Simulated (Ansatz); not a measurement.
Cubic perovskite RbCdF3 was calculated with rVV10 in Ansatz (plane waves, PAW).

Numerical settings: plane-wave cutoff 520 eV, 8×8×8 k mesh, Fermi–Dirac smearing 0.01 eV, scalar-relativistic PAW data made under PBE.

Properties against volume:

```tsv
V (Å³/atom)	P (GPa)	direct gap at Γ (eV)	smallest gap on the k mesh (eV)
16.634	4.45	4.849	3.050
16.988	2.79	4.704	3.028
17.342	1.31	4.564	3.005
17.696	0.00	4.431	2.981
18.050	-1.17	4.303	2.956
18.404	-2.20	4.180	2.930
18.758	-3.12	4.061	2.903
```

The fundamental gap (2.98 eV at the equilibrium volume, with added k points) lies elsewhere than Γ–Γ.

Note: the relaxation could not lower the start's symmetry, so the cell can be a saddle point above a distorted one.

Spin–orbit coupling is not included.

Ansatz is a program for electronic structure.
